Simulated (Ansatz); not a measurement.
The reference is K in the bcc (W type) structure (space group Im-3m, No. 229; a = 5.2881 Å; relaxed with 0.1 eV smearing).

Computed with plane-wave PAW DFT at the PBE level (Ansatz, a quantum-chemistry and plane-wave program, 420 eV), spin-orbit coupling left out, earlier PAW set.

Base values:

* **Pressure**: 0.0 GPa

The change: every lattice vector is shortened by 4.84 %; the atoms relax in the strained cell.

How does this affect the pressure and energy relative to the base?

The pressure goes from zero to 0.7 GPa; the energy rises by 20 meV/atom.

Whether these cells are dynamically stable was not tested.
